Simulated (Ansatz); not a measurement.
We consider SiSe₂ (Ibam, No. 72, 6 atoms in the cell; start mp-1179443), described by PBEsol (Ansatz, a first-principles code, PAW).

Run with plane-wave cutoff 520 eV, 8×8×8 k mesh, Fermi–Dirac smearing 0.01 eV, scalar-relativistic PAW data made under PBE.

Cell (relaxed at this level):

```
Se2Si
1.0
   -3.15246     4.64643     2.92790
    3.15246    -4.64643     2.92790
    3.15246     4.64643    -2.92790
Si Se
2 4
Cartesian
  0.00000   0.00000   4.39185
  0.00000   0.00000   1.46395
  1.29323  -1.19283   2.92790
  1.85923   5.83925   0.00000
  1.29323   1.19283   0.00000
  1.85923   3.45360   2.92790
```

What does this level give for the band gap and Γ–Γ gap?


* **band gap**: 1.66 eV (on the SCF k mesh)
* **Γ–Γ gap**: 3.24 eV

Note: the relaxation could not lower the start's symmetry, so the cell can be a saddle point above a distorted one.

Spin–orbit coupling is not included.

Static lattice: no zero-point or thermal effects.

A start named mp-… is a Materials Project structure, which need not be a measured phase.
